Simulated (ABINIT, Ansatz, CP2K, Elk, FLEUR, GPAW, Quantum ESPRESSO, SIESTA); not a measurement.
## One structure in several programs: Be (P6_3/mmc, 2 atoms in the cell)

Self-consistent single point, at a second geometry (lattice scaled by 0.98). First geometry:

```yaml
crystal:
  lattice:
    - [2.23896, 0.00000, 0.00000]
    - [-1.11948, 1.93900, 0.00000]
    - [0.00000, 0.00000, 3.53335]
  atoms:
    - { symbol: Be, position: [0.33333, 0.66667, 0.75000] }
    - { symbol: Be, position: [0.66667, 0.33333, 0.25000] }
```

Shared settings, as Ansatz (a first-principles code) writes them: kpoints.mp_grid.grid = 13 13 8; scf.occupations.method = fermi_dirac; scf.occupations.width = 0.05 eV. Potentials and cutoffs stand in the table.

```csv
code,model,ΔF from the first geometry (meV/atom),pressure (GPa),cutoff
CP2K,"PBE, GPW, DZVP-MOLOPT-PBE-GTH basis, GTH-PBE potentials (POTENTIAL_UZH)",27.1,14.64,grid 650 Ry
GPAW,"PBE, GPAW PAW datasets PBE (gpaw-data 1.0.1)",29.2,15.35,850 eV
Quantum ESPRESSO,"PBE, PseudoDojo standard norm-conserving (PBE) pseudopotentials",26.8,14.38,90 Ry
ABINIT,"PBE, norm-conserving pseudopotentials (PseudoDojo nc-sr-05 PBE standard)",26.8,14.34,88 Ry
FLEUR,"PBE, all-electron FLAPW (FLEUR), scalar-relativistic valence",23.5,–,Kmax 4.2 1/bohr
Elk,"PBE, all-electron FP-LAPW, Elk's shipped species files, LAPW+lo basis",24.7,–,rgkmax 8
SIESTA,"GGA PBE, numerical atomic orbitals DZP, PseudoDojo PBE standard norm-conserving potentials (rewritten from UPF to PSML)",28.8,15.30,grid 400 Ry
Ansatz,"PBE, PAW files",23.4,13.03,420 eV
```

A dash marks a value that a program does not give, or that is left out as unsure.

The spread over the programs that give each value: ΔF from the first geometry within 5.8 meV/atom; pressure within 2.32 GPa.

CP2K and SIESTA use small atom-centred bases, whose incompleteness enters pressures, forces and empty levels differently from a plane-wave cutoff. FLEUR and Elk treat all electrons, but the usual bases taken here (sphere radii, linearisation, local orbitals, empty states) were not tested for convergence, so the values are no reference for the others. Ansatz's pressure is given at a fixed set of plane waves, as the other plane-wave codes print theirs; with its correction for the finite basis it is 13.07 GPa. In the pressure, Ansatz (by 1.33) lies more than 1 GPa from the median of the plane-wave programs.

The starting cell comes from a database of computed structures (which also holds hypothetical and non-ambient phases and stackings), without a prior relaxation at this level. Its lattice was rescaled by a random factor within 2.5 % of one. For this run, on top of that: lattice scaled by 0.98.

Keys are those of Ansatz 0.2.
